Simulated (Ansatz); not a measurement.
# How a calculation on Sb2Pt (Pa-3, 12 atoms in the cell) responds to its settings

```xyz
12
Lattice="6.5648 0.0000 0.0000 0.0000 6.5648 0.0000 0.0000 0.0000 6.5648" Properties=species:S:1:pos:R:3 pbc="T T T"
Sb     2.4634     0.8190     5.7458
Sb     4.1013     5.7458     0.8190
Sb     0.8190     5.7458     2.4634
Sb     5.7458     0.8190     4.1013
Sb     5.7458     2.4634     0.8190
Sb     0.8190     4.1013     5.7458
Sb     4.1013     4.1013     4.1013
Sb     2.4634     2.4634     2.4634
Pt     0.0000     3.2824     3.2824
Pt     3.2824     3.2824     0.0000
Pt     3.2824     0.0000     3.2824
Pt     0.0000     0.0000     0.0000
```

Base run A: PBE, PAW files (Ansatz, a program for electronic structure), self-consistent single point.

Its settings: basis.ecutwfc = 420 eV; kpoints.mp_grid.grid = 5 5 5; hamiltonian.xc = pbe; hamiltonian.pseudopotentials = {kind: paw} (the program's default PAW files); scf.occupations.method = cold; scf.occupations.width = 0.136 eV.

The starting cell comes from a database of computed structures (which also holds hypothetical and non-ambient phases and stackings), without a prior relaxation at this level. Its lattice was rescaled by a random factor within 2.5 % of one. Spin polarisation is off. Ansatz's pressure includes its estimate of the finite-basis (Pulay) stress.

ΔF is the free energy per atom less that of run A. 

Run A gave: pressure (GPa) -0.57; largest force (eV/Å) 0.071; iterations 8.

Runs:
- B: scf.mixing.algorithm, scf.mixing.beta = anderson, 0.02
- C: scf.mixing.algorithm, scf.mixing.beta = anderson, 0.05
- D: scf.mixing.algorithm, scf.mixing.beta = anderson, 0.1
- E: scf.mixing.algorithm, scf.mixing.beta = anderson, 0.2
- F: scf.mixing.algorithm, scf.mixing.beta = anderson, 0.3
- G: scf.mixing.algorithm, scf.mixing.beta = anderson, 0.5
- H: scf.mixing.algorithm, scf.mixing.beta = anderson, 0.7
- I: scf.mixing.algorithm, scf.mixing.beta = anderson, 0.9
- J: scf.mixing.algorithm, scf.mixing.beta = anderson, 1

Problem. Which runs reach the base run's state, and which is quickest in iterations?

Solution. Runs B, C, D, E, F, G, H, I, J reached the same state as A (within 1 meV/atom). The fewest iterations to that state were 8 (A); the most were 18.

```
run  ΔF (meV/atom)  pressure (GPa)  largest force (eV/Å)  iterations
---  -------------  --------------  --------------------  ----------
A             0.00           -0.57                 0.071           8
B             0.00           -0.57                 0.071          18
C             0.00           -0.57                 0.070          17
D             0.00           -0.57                 0.071          14
E             0.00           -0.57                 0.071          13
F             0.00           -0.57                 0.071          12
G             0.00           -0.57                 0.070          10
H             0.00           -0.57                 0.071          10
I             0.00           -0.57                 0.071          10
J             0.00           -0.57                 0.071          10
```

Keys are those of Ansatz 0.2.
